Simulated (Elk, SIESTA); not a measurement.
An Elk input for a self-consistent single point of MgSe (Fm-3m, 2 atoms in the cell) (DFT, PBE, spin-orbit coupling in second variation, all-electron FP-LAPW, Elk's shipped species files, APW+lo basis with extra local orbitals):

```
tasks
  0

xctype
  20

spinorb
  .true.

rgkmax
  7.5

gmaxvr
  14.0

nxlo
  2

lorbcnd
  .true.

lmaxi
  2

nempty
  10

stype
  0

swidth
  0.0001

maxscl
  100

avec
    0.0000000000    5.1071001251    5.1071001251
    5.1071001251    0.0000000000    5.1071001251
    5.1071001251    5.1071001251    0.0000000000

sppath
  './'

atoms
  2
  'Mg.in'
  1
  0.0000000000  0.0000000000  0.0000000000    0.0 0.0 0.0
  'Se.in'
  1
  0.5000000000  0.5000000000  0.5000000000    0.0 0.0 0.0

ngridk
  9 9 9
```

### Question
Write the same calculation as an input for SIESTA.

### Answer
This is the input that was run; spellings and numerical settings could be chosen otherwise.

```
# files in the folder: Mg.psml Se.psml (PseudoDojo PBE fully relativistic)
SystemName  MgSe
SystemLabel mgse

NumberOfAtoms                2
NumberOfSpecies              2
%block ChemicalSpeciesLabel
  1 12 Mg
  2 34 Se
%endblock ChemicalSpeciesLabel
LatticeConstant              1.0 Bohr
%block LatticeVectors
     0.000000000    5.107100125    5.107100125
     5.107100125    0.000000000    5.107100125
     5.107100125    5.107100125    0.000000000
%endblock LatticeVectors
AtomicCoordinatesFormat      Ang
%block AtomicCoordinatesAndAtomicSpecies
     0.000000000    0.000000000    0.000000000  1
     2.702561000    2.702561000    2.702561000  2
%endblock AtomicCoordinatesAndAtomicSpecies

XC.functional                GGA
XC.authors                   PBE
PAO.BasisSize                DZP
PAO.EnergyShift              0.01 Ry
MeshCutoff                   300 Ry
%block kgrid.MonkhorstPack
    9   0   0  0.0
    0   9   0  0.0
    0   0   9  0.0
%endblock kgrid.MonkhorstPack
OccupationFunction           FD
ElectronicTemperature        10 K
Spin                         spin-orbit
%block DM.InitSpin
  1 0.00 0.00 0.00
  2 0.00 0.00 0.00
%endblock DM.InitSpin

MaxSCFIterations             150
SCF.Mixer.Method             Pulay
SCF.Mixer.Weight             0.2
SCF.Mixer.History            8
SCF.DM.Tolerance             1.0E-05
Diag.ParallelOverK           true
WriteForces                  true
```

Basis, cutoffs, solver keys and any potentials are the target program's own. This input uses DFT, GGA PBE with spin-orbit coupling, numerical atomic orbitals DZP, PseudoDojo PBE fully relativistic norm-conserving potentials (rewritten from UPF to PSML). Both were run: gap on the mesh 1.670 eV in Elk and 2.115 in SIESTA; size of the net moment 0.00 μB/atom in Elk and 0.00 in SIESTA.

On Elk: the starting cell comes from a database of computed structures (which also holds hypothetical and non-ambient phases and stackings), without a prior relaxation at this level. Its lattice was rescaled by a random factor within 2.5 % of one. Values depend on the basis (sphere radii, cutoffs, local orbitals), which need not be converged.

On SIESTA: the starting cell comes from a database of computed structures (which also holds hypothetical and non-ambient phases and stackings), without a prior relaxation at this level. Its lattice was rescaled by a random factor within 2.5 % of one. Values carry the incompleteness of an atom-centred basis. With a pressure of about 5 GPa the cell is away from its equilibrium volume at this level.
